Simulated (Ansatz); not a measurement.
The starting structures come from a database of crystals and need not be the phases stable at ambient conditions.

 Where the default PAW files enter, the runs use the earlier of Ansatz's two default sets.

Crystal: BaBrF (P4/nmm, not sure to be the ambient phase, 6 atoms a cell, 25.7 Å³ an atom); planes in its conventional cell.

All values below come from r2SCAN (plane waves, PAW; Ansatz, a program for electronic structure).

The gap is the functional's own, uncorrected, and κ follows it; spin-orbit coupling is left out. Mid-gap values are interpolated between the computed energies.

```json
[
 {"plane": "(001)", "area of the cell (Å²)": "20.6", "mid-gap κ (1/Å)": "0.38", "largest κ in the gap (1/Å)": "0.38"},
 {"plane": "(100)", "area of the cell (Å²)": "34.0", "mid-gap κ (1/Å)": "0.38", "largest κ in the gap (1/Å)": "0.38"},
 {"plane": "(110)", "area of the cell (Å²)": "48.1", "mid-gap κ (1/Å)": "[?]", "largest κ in the gap (1/Å)": "[?]"}
]
```

Task: The slowest decay depends on the direction. Supply the withheld values.

Result: 
- (110), mid-gap κ (1/Å): 0.35
- (110), largest κ in the gap (1/Å): 0.35
